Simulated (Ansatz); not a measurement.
The parent structure is CdSe in the zinc blende structure (space group F-43m, No. 216).

```
CdSe
1.0
    0.00000     3.00374     3.00374
    3.00374     0.00000     3.00374
    3.00374     3.00374     0.00000
Cd Se
1 1
Direct
  0.00000   0.00000   0.00000
  0.25000   0.25000   0.25000
```

Cartesian axes are those of the cell as printed.

Calculations: LDA, PAW, 420 eV (Ansatz, a quantum-chemistry and plane-wave program; no spin-orbit coupling).

One thing is altered: uniaxial strain ε_zz = +2.50 %, all other strain components held at zero; the atoms relax in the strained cell.

Question: Predict the stress tensor and what it implies for the stiffness.

Answer: Stress of the strained cell less that of the base (GPa, compression positive):
```
  -1.19    0.00    0.00
   0.00   -1.19    0.00
   0.00    0.00   -1.71
```

Then −Δσ_ii/ε with ε = 0.0250 gives secant stiffness values (nonlinear terms included at this strain): C33 ≈ 68 GPa, C13 ≈ 48 GPa and C23 ≈ 48 GPa.

Whether these cells are dynamically stable was not tested.
